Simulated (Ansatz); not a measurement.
Ansatz (a quantum-chemistry and plane-wave program) run on ZnInGaO4 (R3m, 7 atoms in the cell): self-consistent single point.

Level of theory: LDA (PW92), PAW files made with PBE (plane waves; Ansatz).

```yaml
crystal:
  lattice:
    - [1.68033, 0.97014, 8.71341]
    - [-1.68033, 0.97014, 8.71341]
    - [0.00000, -1.94027, 8.71341]
  atoms:
    - { symbol: Zn, position: [0.21838, 0.21838, 0.21838] }
    - { symbol: In, position: [0.00277, 0.00277, 0.00277] }
    - { symbol: Ga, position: [0.78704, 0.78704, 0.78704] }
    - { symbol: O, position: [0.29514, 0.29514, 0.29514] }
    - { symbol: O, position: [0.71136, 0.71136, 0.71136] }
    - { symbol: O, position: [0.12172, 0.12172, 0.12172] }
    - { symbol: O, position: [0.86360, 0.86360, 0.86360] }
```

Reference input (self-consistent single point, DFT, PBEsol, plane waves, PAW files made with PBE): basis.ecutwfc = 420 eV; kpoints.mp_grid.grid = 7 7 7; hamiltonian.xc = pbesol; hamiltonian.pseudopotentials = {kind: paw} (the program's default PAW files); scf.occupations.method = fixed. This run's input differs from it in these lines:

Ansatz 0.2 input:
```diff
@@ -20,3 +20,3 @@
 hamiltonian:
-  xc: pbesol
+  xc: lda
   pseudopotentials:
```

Output, abridged:

```
SCF iter   1: F=—  HF=-14634.683474 eV  |F-HF|=—  |Δ(HF+E_count)|=         —  Δρ=9.23e-2  dr2=4.28e0  ethr=3.10e-3  ⟨swp⟩=5.0  Hψ=5636  notcnv=0  defer=212
all-band conjugate gradients solve this SCF's bands
preconditioner: auto → Resta (q_TF=auto, 2.587 Å⁻¹)
SCF iter   2: F=—  HF=-14633.572877 eV  |F-HF|=—  |Δ(HF+E_count)|=    1.11e0  Δρ=3.50e-2  dr2=7.72e-1  ethr=3.10e-3  ⟨swp⟩=2.0  Hψ=3358  notcnv=0  defer=162
   [... lines left out ...]
SCF iter   9: F=—  HF=-14633.218532 eV  |F-HF|=—  |Δ(HF+E_count)|=   2.60e-5  Δρ=6.43e-5  dr2=2.25e-6  ethr=1.65e-7  ⟨swp⟩=2.0  Hψ=2911  notcnv=0  defer=85
SCF iter  10: F=—  HF=-14633.218531 eV  |F-HF|=—  |Δ(HF+E_count)|=   5.74e-7  Δρ=3.63e-5  dr2=8.74e-7  ethr=3.63e-9  ⟨swp⟩=2.0  Hψ=2908  notcnv=0  defer=85
SCF iter  11: F=—  HF=-14633.218531 eV  |F-HF|=—  |Δ(HF+E_count)|=   5.95e-9  Δρ=1.40e-5  dr2=1.13e-7  ethr=1.41e-9  ⟨swp⟩=2.0  Hψ=2756  notcnv=0  defer=85
SCF iter  12: F=-14633.218531 eV  HF=-14633.218531 eV  |F-HF|=7.26e-9  |Δ(HF+E_count)|=   3.51e-9  Δρ=6.07e-6  dr2=2.09e-8  ethr=1.61e-10  ⟨swp⟩=10.0  Hψ=7402  notcnv=0
SCF 1 converged in 12 iterations: F = -14633.218531 eV  dr2 = 2.09e-8
Free energy (F): -14633.218531 eV
Internal energy: -14633.218531 eV  (E = F + TS)
E sigma→0 (E₀):  -14633.218531 eV
Fermi energy:    7.372192 eV
--- Forces (eV/Å), atoms counted from 1 ---
  atom   1  Zn     0.00000000    -0.00000000     0.00569113
  atom   2  In    -0.00000000     0.00000000     0.05718915
  atom   3  Ga     0.00000000    -0.00000000     0.03475042
  atom   4  O      0.00000000    -0.00000000     0.08048012
  atom   5  O      0.00000000     0.00000000    -0.08180252
  atom   6  O      0.00000000     0.00000000    -0.01496124
  atom   7  O      0.00000000    -0.00000000    -0.08134690
--- Stress (GPa, compression-positive) ---
      -11.960086       0.000000       0.000000
        0.000000     -11.960086       0.000000
        0.000000       0.000000     -11.957784
  P = ⅓ Tr σ = -11.9593 GPa (-119.593 kbar)
  The stress holds the Pulay correction. Without it, at fixed plane waves, as pw.x and ABINIT print it: P = -12.4854 GPa
```

The run converged in 12 iterations. Against the reference run the pressure goes from -6.61 to -11.96 GPa, the largest force goes from 0.073 to 0.082 eV/Å and the gap on the mesh hardly changes (0.976 to 0.984 eV).

The starting cell comes from a database of computed structures (which also holds hypothetical and non-ambient phases and stackings), without a prior relaxation at this level. With a pressure of about -12 GPa the cell is away from its equilibrium volume at this level. Ansatz's pressure includes its estimate of the finite-basis (Pulay) stress. Without the estimate this run gives -12.49 GPa.
